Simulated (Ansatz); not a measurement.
# By hand: formation energy of the neutral V_Si in TiSi2 (Fddd)

This concerns the formation energy of the neutral V_Si in TiSi2 (Fddd). Reaction: 32 TiSi2 (Fddd) → cell A + Si (diamond).

A: a supercell of 96 sites of TiSi2 (Fddd) with one empty Si site amid 2 Si and 5 Ti; spin state with PBE: run without spin.

Ansatz (an electronic-structure program) with PAW potentials; structures come from PBE relaxations, nuclei static, no net charge. Ansatz runs with its default PAW set. Other levels take these structures. The lattices are those relaxed with PBE, so at other levels the solids can be strained, which adds to the spread. Larger cells are relaxed from a start prepared with the learned potential CHGNet, on a coarser mesh till forces fall under 0.03 eV/Å, which some starts already meet. A dispersion term (D3(BJ), or D4 for r2SCAN) was computed beside these levels and is taken off wherever the name lacks it. The PAW files were made for PBE and serve at the other functionals too. Space groups of crystals are read within 0.01 Å. Mesh and cell size may move defect energies by 0.1 eV or more. The value holds for the reservoirs listed; other chemical potentials shift it. Cell A has symmetry P2 within 0.02 Å and got no random move, so less symmetric positions, which may lie lower, weren't tried.

Total energies of the cells in eV, at zero smearing width. They compare only within one column; the weights balance every element.

```csv
cell,atoms,weight,PBE,r2SCAN+D4
A: TiSi2:V_Si,95,+1,-120096.44155,-120462.13994
Si (diamond),2,+1/2,-1271.61962,-1278.36436
TiSi2 (Fddd),96,−1,-120734.72070,-121103.92045
```

PBE: (-120096.44155) + 1/2 × (-1271.61962) − (-120734.72070) = 2.469 eV.

r2SCAN+D4: (-120462.13994) + 1/2 × (-1278.36436) − (-121103.92045) = 2.598 eV.

What follows from the PBE value: The value above is the Si-rich limit, with Si (diamond) as reservoir. The host forms with -0.56 eV/atom at this level, so before it gives way to its other element Δμ(Si) can go down to -0.56 × 3/2 = -0.84 eV (other compounds may narrow the range). The defect releases 1 Si, so the Si-poor limit is 2.47 + 1 × (-0.84) = 1.63 eV.

With the reservoirs of the reaction as written, and without entropy terms or charged states, the share of sites that hold the defect in equilibrium is exp(−2.47 eV/k_BT) = 3.6×10^-13 at 1000 K.
